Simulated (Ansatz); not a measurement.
# Ga2O3, response to strain

Take Ga$_{2}$O$_{3}$ in the corundum structure (space group R-3c, No. 167; a = 4.950 Å, c = 13.306 Å (hexagonal axes)) as the base. Axes: x lies along a and z along c of the hexagonal cell.

Strains are applied to the cell and any free atomic positions relax.

Level of theory: LDA (Ansatz, a first-principles code, PAW, spin-orbit coupling left out).

Notes on the quantities. energy relative to the base: free energy F.

```csv
change,volume per atom,smallest direct gap,band gap,energy relative to the base,electron mass
base,9.41 Å³,3.31 eV,3.04 eV,0 meV/atom,0.24 mₑ (at Γ)
uniaxial strain ε_zz = +0.75 %,9.48 Å³,3.22 eV,2.97 eV,+0.6 meV/atom,0.24 mₑ (at Γ)
uniaxial strain ε_zz = +1.50 %,9.55 Å³,3.13 eV,2.89 eV,+2.4 meV/atom,0.24 mₑ (at Γ)
uniaxial strain ε_zz = +2.25 %,9.62 Å³,3.04 eV,2.81 eV,+5.4 meV/atom,0.23 mₑ (at Γ)
uniaxial strain ε_zz = +3.00 %,9.69 Å³,?,?,?,0.23 mₑ (at Γ)
```

**Question.** Complete the table.

**Answer.** 
- uniaxial strain ε_zz = +3.00 %, smallest direct gap: 2.94 eV
- uniaxial strain ε_zz = +3.00 %, band gap: 2.72 eV
- uniaxial strain ε_zz = +3.00 %, energy relative to the base: +9.5 meV/atom

Masses are band curvatures over ±0.01 Å⁻¹ around the edge. No phonon test of stability was made.
